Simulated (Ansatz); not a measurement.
Ansatz (a first-principles code) is run on CuGe2 (I4/mcm, 6 atoms in the cell), and the run fails. The aim is a self-consistent single point with DFT, PBEsol, plane waves, default PAW files made with PBE.

Cell that was meant: a = 4.8946 Å, b = 4.8946 Å, c = 4.8946 Å, α = 104.16°, β = 104.16°, γ = 120.72°.

Part of the input:

Ansatz 0.2 input:
```yaml
  xc: pbesol
  pseudopotentials:
    kind: paw
magnetization:
  spin_orbit: true
scf:
  occupations:
    method: cold
```

Output (repeated stretches shortened):

```
Error: inconsistent input (magnetization.spin_orbit, magnetization.noncollinear): true requires noncollinear: true — spin–orbit coupling acts on 2-spinor wavefunctions; set both flags
```

Read the log: what does the program object to, and what is the fix?

The fault is spin-orbit coupling without the non-collinear switch. Spin-orbit coupling mixes the two spin components, so the orbitals must be spinors. To fix it, switch non-collinear spin on with it, or drop the coupling. The program stopped before any SCF iteration.

An input that runs soundly differs in these lines (not the only fix; some lines may just follow from the change or write a value another way):
```diff
-magnetization:
-  spin_orbit: true
```

With that input, the run converged in 8 iterations: free energy E − TS (on the zero of these files) -30190.7096 eV; Fermi level (on the code's own zero) 14.80 eV; pressure 8.37 GPa; largest force (vector length) 0.208 eV/Å (DFT, PBEsol, plane waves, default PAW files made with PBE).

On the sound input: the starting cell was generated: these elements placed on a structure prototype, without a prior relaxation; it need not be a known phase or ordering of this composition. Spin polarisation is off. With a pressure of about 8 GPa the cell is away from its equilibrium volume at this level. Ansatz's pressure includes its estimate of the finite-basis (Pulay) stress.
